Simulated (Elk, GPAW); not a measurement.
A GPAW input for a self-consistent single point of Sr (P6_3/mmc, 2 atoms in the cell) (DFT PBEsol, plane waves, GPAW PAW datasets PBEsol (made by gpaw-setup)):

```python
from ase import Atoms
from ase.units import GPa
from gpaw import GPAW

atoms = Atoms(['Sr', 'Sr'],
              cell=[[4.173446, 0.000000, 0.000000],
                    [-2.086723, 3.614310, 0.000000],
                    [0.000000, 0.000000, 6.835323]],
              scaled_positions=[[0.333333, 0.666667, 0.250000],
                                [0.666667, 0.333333, 0.750000]],
              pbc=True)

calc = GPAW(mode={'name': 'pw', 'ecut': 550},
            xc='PBEsol',
            kpts={'size': (12, 12, 7), 'gamma': True},
            occupations={'name': 'methfessel-paxton', 'width': 0.272, 'order': 0},
            nbands=-8,
            convergence={'density': 1e-05, 'energy': 1e-05},
            symmetry={'symmorphic': False, 'tolerance': 0.0005},
            maxiter=150,
            txt='-')

atoms.calc = calc

energy = atoms.get_potential_energy()
print('Energy (eV):', round(energy, 6))
forces = atoms.get_forces()
print('Forces (eV/Ang):')
print(forces.round(5))
stress = atoms.get_stress()
print('Stress (GPa, Voigt):', (stress / GPa).round(4))
```

Question: Write the same calculation as an input for Elk.

Answer: One input that does it (others would too):

```
tasks
  0

xctype
  22

tforce
  .true.

rgkmax
  7.5

gmaxvr
  18.0

lmaxapw
  10

lmaxo
  8

nxlo
  2

lorbcnd
  .true.

lradstp
  2

nrmtscf
  2.0

lmaxi
  4

stype
  0

swidth
  0.00999582

scale
  7.886669655

avec
    1.0000000000    0.0000000083    0.0000000000
   -0.5000000072    0.8660253997    0.0000000000
    0.0000000000    0.0000000000    1.6378127915

atoms
  1   : nspecies
  'Sr.in'   : spfname
  2   : natoms; atposl, bfcmt below
  0.3333333333  0.6666666667  0.2500000000    0.0 0.0 0.0
  0.6666666667  0.3333333333  0.7500000000    0.0 0.0 0.0

ngridk
  12 12 7
```

Basis settings and potentials, where a program has them, do not carry over. This input uses DFT, PBEsol, all-electron FP-LAPW, Elk's shipped species files, APW+lo basis with extra local orbitals.

The starting cell comes from a database of computed structures (which also holds hypothetical and non-ambient phases and stackings), without a prior relaxation at this level. Its lattice was rescaled by a random factor within 2.5 % of one. For this run, on top of that: lattice scaled by 0.98.
